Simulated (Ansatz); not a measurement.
Input and output of a relaxation of cell and atoms for BiS (C2/m, 4 atoms in the cell) (Ansatz, a quantum-chemistry and plane-wave program).

Method of the run: LDA (PW92), default PAW files made with PBE (plane waves; Ansatz).

The change in words: atoms on their sites; basis.ecutwfc: 420 eV → 250 eV; relax: default → cell and atoms. Reference geometry:
```
BiS
1.0
    2.83287    -2.79049     0.00000
    2.83287     2.79049     0.00000
   -1.65000     0.00000    10.87060
Bi S
2 2
Direct
  0.19052   0.19052   0.34731
  0.81082   0.81082   0.65729
  0.73361   0.73361   0.38560
  0.26639   0.26639   0.61440
```

Reference input (self-consistent single point, DFT, LDA (PW92), plane waves, default PAW files made with PBE): basis.ecutwfc = 420 eV; kpoints.mp_grid.grid = 6 6 1; hamiltonian.xc = lda; hamiltonian.pseudopotentials = {kind: paw} (the program's default PAW files); scf.occupations.method = fermi_dirac; scf.occupations.width = 0.1 eV. This run's input differs from it in these lines:

Ansatz 0.2 input:
```diff
@@ -7,3 +7,3 @@
   atoms:
-    - { symbol: Bi, position: [0.19052000, 0.19052000, 0.34731000] }
+    - { symbol: Bi, position: [0.18918000, 0.18918000, 0.34271000] }
     - { symbol: Bi, position: [0.81082000, 0.81082000, 0.65729000] }
@@ -12,3 +12,3 @@
 basis:
-  ecutwfc: 420.0 eV
+  ecutwfc: 250.0 eV
 kpoints:
@@ -20,2 +20,4 @@
   occupations: { method: fermi_dirac, width: 0.1 eV }
+relax:
+  cell: {}
 output:
```

Output (repeated stretches shortened):

```
   [... SCF lines of the steps left out ...]
relax step   1: F+E_penalty+E_count = -25908.57943067 eV  Δ(F+E_penalty+E_count) = +0.000e0 eV  max|allowed force component| = 3.521e-1 eV/Å  Δτ_max = 0.0000 Å  P = -1.534 GPa  Ω = 171.867 Å³  (7 SCF iters, dr2 threshold 1.00e-7 eV, accepted)
relax step   2: F+E_penalty+E_count = -25909.10025365 eV  Δ(F+E_penalty+E_count) = -5.208e-1 eV  max|allowed force component| = 1.001e0 eV/Å  Δτ_max = 0.1688 Å  P = +7.417 GPa  Ω = 163.926 Å³  energy of the carried Pulay correction = +7.652e-1 eV  [...]
   [... lines left out ...]
relax step 119: F+E_penalty+E_count = -25908.57869022 eV  Δ(F+E_penalty+E_count) = +5.513e-2 eV  max|allowed force component| = 1.597e-3 eV/Å  Δτ_max = 0.0048 Å  P = -0.002 GPa  Ω = 174.559 Å³  energy of the carried Pulay correction = -5.550e-2 eV  [...]
relax step 120: F+E_penalty+E_count = -25908.61836342 eV  Δ(F+E_penalty+E_count) = -3.967e-2 eV  max|allowed force component| = 1.177e-3 eV/Å  Δτ_max = 0.0000 Å  P = +0.071 GPa  Ω = 174.559 Å³  stress off target by 2.43e-1 GPa  SCF on the basis [...]
basis re-selected at this cell: Δ(F+E_penalty+E_count) = -3.967e-2 eV, ΔP = +0.073 GPa vs the last step
   [... lines left out ...]
Free energy (F): -25908.618363 eV
Fermi energy:    4.059352 eV
Error: variable-cell relaxation did not converge after 120 `relax_step` rows, as none of its last 40 fresh-basis SCF(s) at a relaxed cell met both thresholds with a finite energy. The last misses `relax.cell.stress_tol`: largest allowed force component 1.18e-3 eV/Å (`relax.f_tol` 1.00e-2 eV/Å), stress off the target on the free part of the cell 2.43e-1 GPa (`relax.cell.stress_tol` 5.00e-2 GPa), F+E_penalty+E_count -25908.61836342 eV. The closest is row 64, whose structure comes with this error. Larger ratio of force or stress to its threshold at each such SCF whose figures are numbers: 20.295, 14.137, 9.844, 5.237, 3.653, 2.776, 2.619, 2.398, 2.477, 2.251, 2.215, 2.082, 2.230, [...]
   [... lines left out ...]
to start a new deck from the relaxed geometry:
  cell:  # Å, volume = 169.1250 Å³
    - [2.7647472253703067, -2.763266294587371, -0.02326231599299282]
    - [2.7647472253703067, 2.763266294587371, -0.02326231599299282]
    - [-1.6995862636545969, 2.913047537283358e-31, 11.083074262018604]
  atoms:
    - { symbol: Bi, position: [0.20352069426019032, 0.20352069426019032, 0.3486941932929479] }
    - { symbol: Bi, position: [0.7964793057398096, 0.7964793057398096, 0.6513058067070524] }
    - { symbol: S, position: [0.7112200869452703, 0.7112200869452703, 0.3915416298084701] }
    - { symbol: S, position: [0.28877991305472983, 0.28877991305472983, 0.60845837019153] }
```

The relaxation ended unconverged. 

The starting cell comes from a database of computed structures (which also holds hypothetical and non-ambient phases and stackings), without a prior relaxation at this level. Its lattice was rescaled by up to half a per cent. The cutoff lies below the one recommended for these files.

Cost on one core of a shared machine: roughly 3 min.
